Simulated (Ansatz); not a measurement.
**K in the bcc (W type) structure (space group Im-3m, No. 229)**

```
K
1.0
   -2.63972     2.63972     2.63972
    2.63972    -2.63972     2.63972
    2.63972     2.63972    -2.63972
K
1
Direct
  0.00000   0.00000   0.00000
```

Method: PBE in Ansatz (plane waves to 420 eV, PAW, no SOC). Settings: 13×13×13 k-points, 0.05 eV Fermi–Dirac smearing.

* **Volume per atom**: 73.58 Å³
* **Density**: 0.88 g/cm³
* **Band gap**: zero
* **Total energy**: -1537.784 eV/atom (σ→0; compares only within this code and set-up)

Stability against distortions was not tested.

Ansatz is an electronic-structure program.
